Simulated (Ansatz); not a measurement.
The reference is ZnSiP2 in the chalcopyrite structure (space group I-42d, No. 122).

```yaml
crystal:
  lattice:
    - [-2.67644, 2.67644, 5.22279]
    - [2.67644, -2.67644, 5.22279]
    - [2.67644, 2.67644, -5.22279]
  atoms:
    - { symbol: Zn, position: [0.75000, 0.25000, 0.50000] }
    - { symbol: Zn, position: [0.00000, 0.00000, 0.00000] }
    - { symbol: Si, position: [0.25000, 0.75000, 0.50000] }
    - { symbol: Si, position: [0.50000, 0.50000, 0.00000] }
    - { symbol: P, position: [0.13947, 0.12500, 0.51447] }
    - { symbol: P, position: [0.61053, 0.62500, 0.48553] }
    - { symbol: P, position: [0.37500, 0.86053, 0.98553] }
    - { symbol: P, position: [0.87500, 0.38947, 0.01447] }
```

Cartesian axes are those of the cell as printed.

Computed with Kohn–Sham DFT with the PBEsol functional, run in Ansatz (a quantum-chemistry and plane-wave program) with PAW and 420 eV plane waves, no SOC, earlier PAW set.

For the base:

| Item | Result |
|---|---|
| Hole mass | 0.16 mₑ along c, 0.37 mₑ across (at Γ) |

Modification: biaxial strain +0.58 %, plane normal [001], relaxed out of plane (Cartesian); in-plane vectors clamped, the third vector and the atoms free.

Q: Estimate the effect on the hole mass and out-of-plane strain.

A: The hole mass becomes 0.16 mₑ out of plane, 0.37 mₑ in plane (at Γ) (base: 0.16 mₑ along c, 0.37 mₑ across (at Γ)); the out-of-plane strain comes out as -0.57 %.

The levels and masses belong to the bands next to the band gap. Effective masses come from finite differences of ±0.01 Å⁻¹. Whether these cells are dynamically stable was not tested.
